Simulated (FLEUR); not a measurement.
Checking a run of FLEUR on Tc₃Mo (Fm-3m, 4 atoms in the cell). The aim is a self-consistent single point with DFT, PBE, all-electron FLAPW (FLEUR), scalar-relativistic valence.

Cell that was meant: a = 4.6853 Å, b = 4.6853 Å, c = 4.6853 Å, α = 60.00°, β = 60.00°, γ = 60.00°.

Part of the input:

```xml
   </cell>
   <atomSpecies>
      <species name="Molybdenum (Mo)" element="Mo" atomicNumber="42">
         <mtSphere radius="1.64" gridPoints="873" logIncrement="0.015"/>
         <atomicCutoffs lmax="10" lnonsphr="8"/>
         <electronConfig flipSpins="F">
            <coreConfig>(1s1/2) (2s1/2) (2p1/2) (2p3/2) (3s1/2) (3p1/2) (3p3/2) (3d3/2) (3d5/2)</coreConfig>
[...]
         <lo type="SCLO" l="1" n="4" eDeriv="0"/>
      </species>
      <species name="Technetium (Tc)" element="Tc" atomicNumber="43">
         <mtSphere radius="1.64" gridPoints="873" logIncrement="0.015"/>
         <atomicCutoffs lmax="10" lnonsphr="8"/>
         <electronConfig flipSpins="F">
            <coreConfig>(1s1/2) (2s1/2) (2p1/2) (2p3/2) (3s1/2) (3p1/2) (3p3/2) (3d3/2) (3d5/2)</coreConfig>
```

The program printed (abridged):

```
      Welcome to FLEUR        (www.flapw.de)
      MaX-Release 8.1          (www.max-centre.eu)

 ========== k-point set info ==========
 Selected k-point list: default-1
 k-point list type: mesh
 5 x 5 x 5
 Number of k points: 10

 ------------Calculation Setup---------------------------
           1           2           5          10
 Number of basis functions:          561
 Iteration:     1   Distance:      22.20171090 me/bohr^3
 Iteration:     2   Distance:      17.87008962 me/bohr^3
 Iteration:     3   Distance:      12.79796880 me/bohr^3
 Iteration:     4   Distance:      12.22876776 me/bohr^3
 Iteration:     5   Distance:       5.97883272 me/bohr^3
   [... 11 lines left out ...]
 Iteration:    17   Distance:       0.00044222 me/bohr^3
 Iteration:    18   Distance:       0.00003591 me/bohr^3
 Iteration:    19   Distance:       0.00001450 me/bohr^3
 Iteration:    20   Distance:       0.00000995 me/bohr^3
 Run finished successfully
 Stop message:
   Structural relaxation: Done

[file out, last iteration]
             iter=     21
[...]
          total density-effective poten   -2.7593337912E+04
          total charge density-energy d   -5.0968847549E+02
 Updated energy parameters for spin:           1
[...]
 fermi energy and band-weighting factors:

[...]
FERMIE:
          first approx. to ef    (T=0)  :   0.569895 htr   (energy of the highest occ. eigenvalue)
          number of occ. states  (T=0)  :        291
          first approx. to seigv (T=0)  : -22.852999 htr
          sum of weights of occ. states :  29.536000
          sum of semicore charge        :   0.000000 e
FERHIS:  Fermi-Energy by histogram:
          bandgap                     :   0.002277 htr
   [... lines left out ...]
          charge neutrality (T=0)     :   0.072000    (zero if the highest occ. eigenvalue is "entirely" occupied)
     EF_NEWTON:  Adjust Fermi-Energy by Newton-Method.
 Direct bandgap for spin            1 :    4.1900436640327499E-003  Htr
 ---->    free energy=                    -16909.1594953083 htr
   [... lines left out ...]
                       FX_TOT= 0.000000 FY_TOT= 0.000000 FZ_TOT= 0.000000
 TOTAL FORCE FOR ATOM TYPE=  2  X=  6.261   Y=  6.261   Z=  6.261
                       FX_TOT= 0.000000 FY_TOT= 0.000000 FZ_TOT= 0.000000
 TOTAL FORCE FOR ATOM TYPE=  3  X=  3.130   Y=  3.130   Z=  3.130
                       FX_TOT= 0.000000 FY_TOT= 0.000000 FZ_TOT= 0.000000
 Structural relaxation: Done
```

FLEUR gives forces in its relaxation mode, with a further iteration, so its stop message speaks of a relaxation.

**Question.** Is anything amiss in this input, and did it matter?

**Answer.** The run is not sound. The fault is muffin-tin spheres that are too small. Small spheres let core charge leak out and need a larger plane-wave cutoff. To fix it, use nearly touching spheres. The run converged in 20 iterations without an error; against the sound input the free energy rises by 2.41 eV/atom.

An input that runs soundly differs in these lines (not the only fix; some lines may just follow from the change or write a value another way):
```diff
-         <mtSphere radius="1.64" gridPoints="873" logIncrement="0.015"/>
+         <mtSphere radius="2.53" gridPoints="873" logIncrement="0.015"/>
-         <mtSphere radius="1.64" gridPoints="873" logIncrement="0.015"/>
+         <mtSphere radius="2.53" gridPoints="873" logIncrement="0.015"/>
```

With that input, the run converged in 21 iterations: free energy E − TS -460131.3069 eV; Fermi level (on the code's own zero) 12.05 eV (DFT, PBE, all-electron FLAPW (FLEUR), scalar-relativistic valence).

On the sound input: the starting cell was generated: these elements placed on a structure prototype, without a prior relaxation; it need not be a known phase or ordering of this composition. Spin polarisation is off. Values depend on the basis (sphere radii, cutoffs, local orbitals), which need not be converged. The log's line on a gap gives a spacing of levels on this mesh, which the program prints for metals too.
